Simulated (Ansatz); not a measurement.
## SnGe (model structure, started from the NiAs type, P6₃/mmc, No. 194, 4 atoms in the cell): properties by level of theory

```csv
level (code),lattice constant a (Å),lattice parameter c (Å),formation enthalpy (eV/atom)
PBE (Ansatz),3.970,7.261,0.172
PBEsol (Ansatz),3.887,7.178,0.154
PBE-D3(BJ) (Ansatz),3.897,7.214,0.155
```

Ansatz's density-functional and Hartree–Fock values are scalar-relativistic unless marked +SOC, with PAW data made under PBE.

Computed values are for the static lattice.

A model structure was made by putting elements into a prototype or built by hand; it is no filed structure, need not be a known phase, and can be a saddle point held by its symmetry.

Ansatz is a quantum-chemistry and plane-wave program.
